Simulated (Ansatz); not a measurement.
MoRh (Pmma), PBEsol, DFPT electron-phonon coupling, linearised Boltzmann equation run with Ansatz (a first-principles code). Phonon-limited resistivity 9.86 μΩ·cm at 300 K along y (a = (4.38, 0.00, 0.00) Å; b = (0.00, 2.72, 0.00) Å; c = (0.00, 0.00, 4.78) Å), 13.6 μΩ·cm at 400 K, current-weighted mean free path 6.3 nm, Drude plasma energy 7.59 eV.

Q: Estimate the electronic thermal conductivity at 300 K by the Wiedemann-Franz law (L₀ = 2.44×10⁻⁸ W·Ω/K²).

A: L₀T/ρ = 2.44×10⁻⁸ × 300/(9.86×10⁻⁸) = 74.2 W/(m·K). Inelastic scattering puts the true Lorenz number somewhat under L₀ near and below the Debye temperature.

Q: What temperature coefficient of resistance follows, and how does it compare with 1/T?

A: (ρ₄₀₀ − ρ₃₀₀)/(100 K × ρ₃₀₀) = 3.79×10⁻³ K⁻¹, against 1/T = 3.33×10⁻³ K⁻¹ for a resistivity proportional to T. It lies higher because phonons are still being populated at 300 K; impurities would add a constant and lower it.

Q: What Drude relaxation time do resistivity and plasma energy imply?

A: ω_p = 1.15e16 s⁻¹, so τ = 1/(ε₀ ω_p² ρ) = 8.61 fs, a damping ħ/τ of 76.4 meV.

A metal at this level (no band gap). Only scattering by harmonic phonons is included (no impurities, grain boundaries, electron-electron scattering or thermal expansion). Spin-orbit coupling is left out. Halving the electron mesh (20x32x20) moves the resistivity by up to 6 % at 300 K, the mean free path by up to 6 %. Smearing 0.20 eV; phonons on a 3x5x3 q mesh, which this run doesn't test.

Computed structure with no diffraction record at hand here (it may be known, metastable or hypothetical): MoRh (Pmma).
